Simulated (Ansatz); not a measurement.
**Effect of pressure 22.5 GPa on Ir**

Base system: Ir in the fcc (Cu type) structure (space group Fm-3m, No. 225; a = 3.8112 Å).

Modification: cell and atoms relaxed at a pressure of 22.5 GPa.

Calculations: LDA (Ansatz, a quantum-chemistry and plane-wave program; PAW; 420 eV plane waves; no spin-orbit coupling). Settings: 21×21×21 k-points, 0.05 eV Fermi–Dirac smearing.

```csv
quantity,base,changed,shift
volume per atom,13.84 Å³,13.18 Å³,-0.66 Å³
density,23.06 g/cm³,24.22 g/cm³,+1.16 g/cm³
lattice parameter a,3.811 Å,3.749 Å,-0.062 Å
shortest interatomic distance,2.695 Å,2.651 Å,-0.044 Å
enthalpy H = E + PV relative to the base's energy,–,+1.89 eV/atom,–
band gap,zero,zero,–
```

Load acts through the strain it causes; cell and atoms are relaxed under it. Stability against distortions was not tested. No other phases were tried under pressure. The final runs are not spin-polarised.
